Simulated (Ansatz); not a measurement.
A periodic model of amorphous Si₂₄C₄₀:

```
CELL_PARAMETERS angstrom
      8.80148    -0.12917     0.15655
     -0.12917     8.72677     0.04079
      0.15655     0.04079     8.99525
ATOMIC_POSITIONS crystal
  Si 0.53452 0.08589 0.05998
  Si 0.65151 0.81372 0.61835
  Si 0.48011 0.92621 0.27381
  Si 0.67887 0.66583 0.39151
  Si 0.96735 0.31108 0.98590
  Si 0.41505 0.99719 0.64802
  Si 0.32924 0.44115 0.97727
  Si 0.30361 0.25336 0.24724
  Si 0.29785 0.71339 0.16451
  Si 0.22141 0.15228 0.74767
  Si 0.01101 0.02360 0.26169
  Si 0.08779 0.35820 0.48815
  Si 0.85619 0.36402 0.66718
  Si 0.14114 0.98890 0.96753
  Si 0.90864 0.99033 0.70943
  Si 0.01432 0.66702 0.37603
  Si 0.72154 0.79763 0.99406
  Si 0.53680 0.61115 0.07751
  Si 0.16349 0.78267 0.66001
  Si 0.71481 0.51933 0.81288
  Si 0.38174 0.65381 0.44324
  Si 0.00590 0.65262 0.97618
  Si 0.44638 0.25665 0.55502
  Si 0.19452 0.50777 0.72845
  C  0.85445 0.77236 0.67736
  C  0.78350 0.39359 0.09284
  C  0.66495 0.88180 0.40786
  C  0.88106 0.24573 0.49088
  C  0.58570 0.41987 0.30323
  C  0.84137 0.70138 0.83636
  C  0.88600 0.22600 0.81687
  C  0.20282 0.57896 0.31875
  C  0.18550 0.41411 0.30679
  C  0.29186 0.13972 0.93494
  C  0.84133 0.58122 0.28569
  C  0.40091 0.51591 0.79778
  C  0.76911 0.41513 0.26224
  C  0.53292 0.55293 0.72072
  C  0.67778 0.45968 0.00707
  C  0.30374 0.96948 0.38920
  C  0.24293 0.31291 0.61632
  C  0.20277 0.07449 0.33284
  C  0.54799 0.62387 0.57307
  C  0.79821 0.07096 0.87376
  C  0.87644 0.69945 0.15124
  C  0.30991 0.85236 0.51049
  C  0.13059 0.80517 0.07780
  C  0.72874 0.10702 0.13620
  C  0.84266 0.07473 0.03250
  C  0.52805 0.57362 0.28440
  C  0.63290 0.99107 0.88988
  C  0.85563 0.08120 0.52682
  C  0.00153 0.11099 0.07135
  C  0.48735 0.29678 0.34827
  C  0.37004 0.23649 0.04346
  C  0.01117 0.51676 0.61003
  C  0.77782 0.01367 0.40504
  C  0.98029 0.69185 0.58283
  C  0.11801 0.47005 0.93875
  C  0.82081 0.27520 0.34452
  C  0.77559 0.13268 0.28792
  C  0.00399 0.81114 0.21099
  C  0.10933 0.96501 0.76082
  C  0.55991 0.92639 0.75976
```

Computed with PBE, scalar-relativistic without spin-orbit coupling (plane waves to 420 eV, PAW; Ansatz, a program for electronic structure). Neutral PBE cell, which sets geometry, pressure and energy: sampling: a 2×2×2 Γ-centred mesh; Fermi-Dirac width 0.05 eV; no spin polarisation.

It comes from a melt-quench run on a machine-learned potential (CHGNet), relaxed afterwards by DFT. The hot cell started wider than the set density and was brought back towards it in steps. It is the lowest in DFT energy of 2 quenches. It is a model cell: composition and starting density were chosen by hand, and all elements were melted together. No dispersion term was used. A short ab initio anneal came between quench and relaxation. Its density started from a set value of 2.76 and ended at 2.78 g/cm³. Cooling (nominally 860 K/ps over its main leg) ran many orders faster than in experiment, which tends to leave more defects and strain. One small periodic cell is one sample of the glass; other quenches scatter about these values. Volume and shape were free in the relaxation.

Question: Give the pressure, the energy against reference phases and the spacing of the highest filled and lowest empty levels.

Answer: 
```yaml
Pressure on a 2×2×2 Γ-centred mesh: -0.4 kbar
Largest force and stress component on that mesh (the relaxation ran on one k-point at (1/4, 1/4, 1/4)): 0.28 eV/Å and 0.5 GPa
Energy relative to 6H silicon carbide + graphite (lowest mix at this level among the phases computed, not always the ambient ones): 0.764 eV/atom
Level gap on a 2×2×2 Γ-centred mesh (PBE): within the smearing (under twice its width)
```

Question: At PBE and the zone centre, how localised are the states just below and above the Fermi level (participation number: the atoms over which a state spreads)?

Answer: The highest filled state is spread over 9.7 atoms' worth, largest on C31, with weights by element (charge in smoothed Voronoi cells) C 0.66, Si 0.34. The lowest empty state is spread over 15.8 atoms' worth, largest on C33, with weights by element (charge in smoothed Voronoi cells) C 0.74, Si 0.26.

At PBE the levels at the filled edge of the gap are localised (band-tail or defect states). The levels at the Fermi energy are partly filled. A closed spacing in one fast-quenched cell at PBE doesn't show the material to be a metal.

Cut-offs for bonds: Si-Si 2.66 Å, Si-C 2.20 Å, C-C 1.80 Å.

A PBE run started with 1 μB on atoms that lack a bond or may hold spare charge lost its moments; other starts weren't tried.
